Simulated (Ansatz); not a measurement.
A self-consistent single point of BiSb (R3m, 2 atoms in the cell) with Ansatz (a quantum-chemistry and plane-wave program).

Computed with PBEsol, default PAW files made with PBE (plane waves; Ansatz).

The change in words: lattice scaled by 0.98; basis.ecutwfc: 420 eV → 565 eV. Reference geometry:
```xyz
2
Lattice="2.2152 1.2789 3.9553 -2.2152 1.2789 3.9553 0.0000 -2.5579 3.9553" Properties=species:S:1:pos:R:3 pbc="T T T"
Sb     0.0000     0.0000     9.1633
Bi     0.0000     0.0000     2.7524
```

Reference input (self-consistent single point, DFT, PBEsol, plane waves, default PAW files made with PBE): basis.ecutwfc = 420 eV; kpoints.mp_grid.grid = 7 7 7; hamiltonian.xc = pbesol; hamiltonian.pseudopotentials = {kind: paw} (the program's default PAW files); scf.occupations.method = fermi_dirac; scf.occupations.width = 0.1 eV. This run's input differs from it in these lines:

Ansatz 0.2 input:
```diff
@@ -3,5 +3,5 @@
   lattice:
-    - [2.215164, 1.278925, 3.955274]
-    - [-2.215164, 1.278925, 3.955274]
-    - [0.000000, -2.557850, 3.955274]
+    - [2.170861, 1.253347, 3.876169]
+    - [-2.170861, 1.253347, 3.876169]
+    - [0.000000, -2.506693, 3.876169]
   atoms:
@@ -10,3 +10,3 @@
 basis:
-  ecutwfc: 420.0 eV
+  ecutwfc: 565.0 eV
 kpoints:
```

Log, with long lists cut:

```
SCF iter   1: F=—  HF=-18650.057254 eV  |F-HF|=—  |Δ(HF+E_count)|=         —  Δρ=2.26e-3  dr2=3.57e-3  ethr=1.77e-3  ⟨swp⟩=6.0  Hψ=4324  notcnv=0
all-band conjugate gradients solve this SCF's bands
preconditioner: auto → none
SCF iter   2: F=—  HF=-18650.054625 eV  |F-HF|=—  |Δ(HF+E_count)|=   2.63e-3  Δρ=1.23e-3  dr2=7.26e-4  ethr=1.19e-5  ⟨swp⟩=2.5  Hψ=1749  notcnv=0
SCF iter   3: F=—  HF=-18650.054556 eV  |F-HF|=—  |Δ(HF+E_count)|=   6.94e-5  Δρ=3.82e-4  dr2=1.21e-4  ethr=2.42e-6  ⟨swp⟩=2.0  Hψ=1497  notcnv=0
SCF iter   4: F=—  HF=-18650.054508 eV  |F-HF|=—  |Δ(HF+E_count)|=   4.80e-5  Δρ=1.08e-4  dr2=5.48e-6  ethr=4.05e-7  ⟨swp⟩=2.0  Hψ=1448  notcnv=0
SCF iter   5: F=—  HF=-18650.054496 eV  |F-HF|=—  |Δ(HF+E_count)|=   1.18e-5  Δρ=7.49e-5  dr2=2.54e-6  ethr=1.83e-8  ⟨swp⟩=2.0  Hψ=1499  notcnv=0
SCF iter   6: F=—  HF=-18650.054494 eV  |F-HF|=—  |Δ(HF+E_count)|=   1.29e-6  Δρ=1.86e-5  dr2=1.43e-7  ethr=8.47e-9  ⟨swp⟩=2.0  Hψ=1478  notcnv=0
SCF iter   7: F=-18650.054494 eV  HF=-18650.054494 eV  |F-HF|=2.52e-9  |Δ(HF+E_count)|=   5.21e-8  Δρ=2.71e-6  dr2=2.65e-9  ethr=3.33e-10  ⟨swp⟩=6.2  Hψ=4263  notcnv=0
SCF 1 converged in 7 iterations: F = -18650.054494 eV  dr2 = 2.65e-9
Free energy (F): -18650.054494 eV
Internal energy: -18650.048712 eV  (E = F + TS)
E sigma→0 (E₀):  -18650.051603 eV
Entropy (-TS):   -0.005783 eV (-2.891 meV/atom)
Fermi energy:    10.227636 eV
--- Forces (eV/Å), atoms counted from 1 ---
  atom   1  Sb     0.00000000    -0.00000003    -0.76386025
  atom   2  Bi    -0.00000000     0.00000003     0.76385938
--- Stress (GPa, compression-positive) ---
        3.685645      -0.000000       0.000000
       -0.000000       3.685645      -0.000000
       -0.000000      -0.000000       2.325496
  P = ⅓ Tr σ = 3.2323 GPa (32.323 kbar)
  The stress holds the Pulay correction. Without it, at fixed plane waves, as pw.x and ABINIT print it: P = 3.2299 GPa
```

The run converged in 7 iterations. Against the reference run the free energy goes up by 15.7 meV/atom, the pressure goes from -0.27 to 3.23 GPa and the largest force goes from 0.389 to 0.764 eV/Å.

The starting cell comes from a database of computed structures (which also holds hypothetical and non-ambient phases and stackings), without a prior relaxation at this level. Its lattice was rescaled by up to half a per cent. One atom was moved a little off its site on purpose. For this run, on top of that: lattice scaled by 0.98. Ansatz's pressure includes its estimate of the finite-basis (Pulay) stress. A gap is left out here, as mesh or smearing make it unsure.
